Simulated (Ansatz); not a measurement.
LiNbO₃ (R-3, No. 148, 10 atoms in the cell; start mp-1078377; a measured phase of this formula has another space group) was calculated with r²SCAN-D4 (Ansatz, a program for electronic structure, PAW).

Numerical settings: plane-wave cutoff 500 eV, 10×10×10 k mesh, gaussian smearing 0.02 eV, no spin polarisation, scalar-relativistic PAW data made under PBE.

Cell (relaxed at this level):

Space group R-3, hexagonal axes (No. 148); a = b = 5.1972 Å, c = 14.1372 Å, α = β = 90.00°, γ = 120.00°

```json
[
 {"atom": "Li", "site": "6c", "symmetry": "3.", "x": "0.0000", "y": "0.0000", "z": "0.3570"},
 {"atom": "Nb", "site": "6c", "symmetry": "3.", "x": "0.0000", "y": "0.0000", "z": "0.1436"},
 {"atom": "O", "site": "18f", "symmetry": "1", "x": "0.3168", "y": "0.0277", "z": "0.2447"}
]
```
(The calculation used a cell of 10 atoms; values per cell refer to that cell.)

**Question.** Give the computed band gap.

**Answer.** 
- band gap = 4.43 eV (on the SCF k mesh)

Note: the relaxation could not lower the start's symmetry, so the cell can be a saddle point above a distorted one.

Spin–orbit coupling is not included.

Static lattice: no zero-point or thermal effects.

It cost about 2.4 core-minutes (a rough figure) of CPU time.

A start named mp-… is a Materials Project structure, which need not be a measured phase.
